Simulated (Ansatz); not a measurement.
Consider TiAl (space group P4/mmm, No. 123; a = 2.7973 Å, c = 4.0323 Å).

It is then changed as follows: a fraction x = 0.25 of the Al sites is given to B, ordered in a cell of 8 atoms (starting symmetry Cmmm) and fully relaxed.

The other end (x = 1) is TiB (space group P4/mmm, No. 123; a hypothetical phase, not in the database extracts checked): 10.33 Å³/atom, gap zero; this end may not be an ambient phase.

Levels (all Ansatz, a quantum-chemistry and plane-wave program, PAW): PBEsol (420 eV, spin-orbit coupling left out); r2SCAN (500 eV, without spin-orbit coupling).

The geometry is relaxed with PBEsol.

| Quantity | Value |
|---|---|
| PBEsol pressure | 0.0 GPa |

### Question
How does going to r2SCAN change the pressure?

### Answer
The pressure goes from zero to 2.7 GPa.

Single points use the geometry relaxed with PBEsol. Their cutoffs differ, which shifts pressures a little. These are small ordered cells, not random alloys; other orderings at the same x differ. Stability against distortions was not tested. The final runs are not spin-polarised. An odd electron count without spin: TiAl and TiB. Ti4Al3B has a high density of states at the Fermi level and may be magnetic at this level.
